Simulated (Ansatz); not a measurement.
**Question.** Name crystals whose band gap lies between 0.83 and 1.3 eV and whose hole conductivity mass lies between 2.4 and 3.7 mₑ, by PBEsol, rigid bands in Ansatz (a program for electronic structure).

**Answer.** Many crystals can fit; among those computed here:
- Ba2PCl (R-3m): 1.04 eV, 3.0 mₑ

Masses are for dilute carriers at 300 K, harmonic means over directions unless an axis is named. Spin-orbit coupling is left out.

Formula and space group known from diffraction (Crystallography Open Database), not checked to be the room-temperature form: Ba2PCl (R-3m).
